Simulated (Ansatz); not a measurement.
# Response to strain in PbSe

Base system: PbSe in the rock salt structure (space group Fm-3m, No. 225; a = 6.041 Å). Axes: x, y, z lie along the cube axes.

Strains are applied to the cell and any free atomic positions relax; under biaxial strain the out-of-plane vector relaxes too.

Computed with plane-wave PAW DFT at the LDA level (Ansatz, a quantum-chemistry and plane-wave program, 420 eV), no spin-orbit coupling.

Notes on the quantities. pressure: mean of the normal stresses, compression positive; energy relative to the base: free energy F.

```json
[
 {"variant": "base", "pressure": "0.0 GPa", "volume per atom": "27.55 Å³", "energy relative to the base": "0 meV/atom"},
 {"variant": "biaxial strain −1.00 %, plane normal [001], relaxed out of plane", "pressure": "1.1 GPa", "volume per atom": "27.05 Å³", "energy relative to the base": "+2.9 meV/atom"},
 {"variant": "biaxial strain −0.50 %, plane normal [001], relaxed out of plane", "pressure": "[?]", "volume per atom": "27.30 Å³", "energy relative to the base": "+0.7 meV/atom"},
 {"variant": "biaxial strain +1.00 %, plane normal [001], relaxed out of plane", "pressure": "-1.0 GPa", "volume per atom": "28.07 Å³", "energy relative to the base": "+2.7 meV/atom"},
 {"variant": "biaxial strain +1.50 %, plane normal [001], relaxed out of plane", "pressure": "-1.5 GPa", "volume per atom": "[?]", "energy relative to the base": "+5.9 meV/atom"},
 {"variant": "biaxial strain +2.00 %, plane normal [001], relaxed out of plane", "pressure": "-1.9 GPa", "volume per atom": "28.58 Å³", "energy relative to the base": "+10 meV/atom"},
 {"variant": "biaxial strain +2.50 %, plane normal [001], relaxed out of plane", "pressure": "[?]", "volume per atom": "28.84 Å³", "energy relative to the base": "+16 meV/atom"},
 {"variant": "biaxial strain +3.00 %, plane normal [001], relaxed out of plane", "pressure": "-2.6 GPa", "volume per atom": "29.10 Å³", "energy relative to the base": "+22 meV/atom"}
]
```

Fill in the withheld entries from the trend.


- biaxial strain −0.50 %, plane normal [001], relaxed out of plane, pressure: 0.6 GPa
- biaxial strain +1.50 %, plane normal [001], relaxed out of plane, volume per atom: 28.32 Å³
- biaxial strain +2.50 %, plane normal [001], relaxed out of plane, pressure: -2.3 GPa

Stability against distortions was not tested. The final runs are not spin-polarised.
